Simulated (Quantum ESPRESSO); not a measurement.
## Pressure against volume in zinc-blende SiC (space group 216) (Quantum ESPRESSO, PBE)

```
CELL_PARAMETERS angstrom
      0.00000     2.14124     2.14124
      2.14124     0.00000     2.14124
      2.14124     2.14124     0.00000
ATOMIC_POSITIONS crystal
  Si 0.00000 0.00000 0.00000
  C  0.75000 0.75000 0.75000
```

Method: PBE, GBRV 1.5 ultrasoft (PBE) pseudopotentials (plane waves; Quantum ESPRESSO 7.5). Settings: ecutwfc = 52 Ry; ecutrho = 260 Ry; occupations = smearing; smearing = fd; degauss = 0.000734986 Ry; potentials = {Si: si_pbe_v1.uspp.F.UPF, C: c_pbe_v1.2.uspp.F.UPF}; K_POINTS = automatic 13 13 13 0 0 0; conv_thr = 1e-10 Ry; mixing_beta = 0.3. The cell above is the first row's. The rows scale it uniformly. In all rows fractional positions and the k mesh are held.

```
V (Å^3/atom)  P (GPa)
------------  -------
9.817           16.12
10.031          10.47
10.244           5.36
10.458           0.74
10.671          -3.44
10.884          -7.22
11.098         -10.65
11.311         -13.73
11.525              ?
```

The 8 complete rows are fitted with a cubic, P against V. With u = V - 10.6, the rows have u = -0.7830, -0.5690, -0.3560, -0.1420, 0.0710, 0.2840, 0.4980, 0.7110. Least squares gives P = -2.099 - 19.2660·u + 4.5710·u² - 0.6866·u³. Residuals (row less fit): 0.002, 0.000, -0.010, 0.009, 0.004, -0.002, -0.005, 0.003; standard error 0.008 (degrees of freedom: 4). The fitted pressure is zero at V0 = 10.49, where dP/dV = -20.26, so B0 = -V0·dP/dV = 213 GPa.

Task: Estimate the missing P (V = 11.525); what did the run itself give?

Result: u = 0.9250, so P = -2.099 - 19.2660 × 0.9250 + 4.5710 × 0.9250² - 0.6866 × 0.9250³ = -16.552 GPa. The calculation gives -16.52 GPa, 0.032 GPa above the prediction (0.1 % of the range of P in the table). The row lies outside the fitted rows, so this is an extrapolation. From the scatter of the fitted rows alone, a prediction at this place has a standard error of 0.021 GPa, so the miss is 1.5 times that.

Carrying the step between the two nearest rows on in a straight line would have given -16.82, off by 0.30; series whose last step already gives the withheld value aren't shown. The scan was laid around a cell of about the measured size, scaled by a guess for this functional. This is the 3C polytype. The runs keep the symmetry of the cell, so they don't test it for distortions. Cutoffs and mesh are single choices, not tested for convergence of this quantity. Series with a scatter that would blur these digits, or in which a gap closes, are not shown.
